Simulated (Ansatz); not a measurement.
The parent structure is SiO$_{2}$ (space group P3_221, No. 154).

```xyz
9
Lattice="5.0204 0.0000 0.0000 -2.5102 4.3478 0.0000 0.0000 0.0000 5.5091" Properties=species:S:1:pos:R:3 pbc="T T T"
Si    -1.1960     2.0715     1.8364
Si     1.3143     2.2764     0.0000
Si     2.3919     0.0000     3.6728
O     -1.0720     3.2350     2.9690
O      0.2446     1.8019     1.1326
O      0.8274     3.6587     4.8053
O      3.3376     0.6891     2.5402
O      1.4382     1.1128     4.3766
O      2.7548     2.5459     0.7038
```

The values are results of PBE/PAW in Ansatz (an electronic-structure program), no spin-orbit coupling, earlier PAW set, not measurements.

One change was made to it. Results:

The c/a ratio goes up by 0.0054 (1.097 → 1.103); the density rises by 0.14 g/cm³, from 2.49 g/cm³ to 2.63 g/cm³.

Task: Which change produced these results?
(A) pressure 4.5 GPa
(B) pressure 0.9 GPa
(C) pressure 2.1 GPa

Result: C, pressure 2.1 GPa. For comparison, the density in the other runs: pressure 4.5 GPa gives 2.77 g/cm³; pressure 0.9 GPa gives 2.55 g/cm³.

Load acts through the strain it causes; cell and atoms are relaxed under it. Stability against distortions was not tested.
